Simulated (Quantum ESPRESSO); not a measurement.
Band structure of TlPPt5 (P4/mmm, 7 atoms in the cell).

```
TlPPt5
1.0
    3.97568     0.00000     0.00000
    0.00000     3.97568     0.00000
    0.00000     0.00000     7.15379
Tl P Pt
1 1 5
Direct
  0.50000   0.50000   0.00000
  0.00000   0.00000   0.50000
  0.00000   0.50000   0.30298
  0.00000   0.50000   0.69702
  0.50000   0.00000   0.30298
  0.50000   0.00000   0.69702
  0.00000   0.00000   0.00000
```

Method of the run: LDA (PZ), GBRV 1.5 ultrasoft (LDA) pseudopotentials (plane waves; Quantum ESPRESSO).

Settings: ecutwfc = 40 Ry; ecutrho = 320 Ry; occupations = smearing; smearing = fermi-dirac; degauss = 0.0073499 Ry; potentials = {Tl: tl_lda_v1.2.uspp.F.UPF, P: p_lda_v1.5.uspp.F.UPF, Pt: pt_lda_v1.4.uspp.F.UPF}; K_POINTS = automatic 6 6 3 0 0 0; conv_thr = 1e-09 Ry; mixing_beta = 0.3.

The starting cell comes from a database of computed structures (which also holds hypothetical and non-ambient phases and stackings), without a prior relaxation at this level. Spin-orbit coupling is off. Spin polarisation is off.

Levels in eV from the Fermi level, bands 46 to 53:
```csv
point,46,47,48,49,50,51,52,53
Γ,-1.10,-0.68,-0.68,0.09,0.15,1.75,2.09,4.32
X,-2.12,-1.31,-1.03,-0.97,-0.29,0.50,2.27,2.87
M,-1.68,-1.31,-0.61,-0.34,-0.34,0.59,0.84,0.84
Z,-0.31,0.09,0.15,0.75,1.76,1.76,2.07,2.07
R,-1.88,-1.85,-1.72,-0.87,1.35,1.80,2.18,3.04
A,-1.50,-1.23,-1.07,0.03,0.59,0.59,0.80,0.80
```

Bands cross the Fermi level along this path, so the cell is metallic at this level.
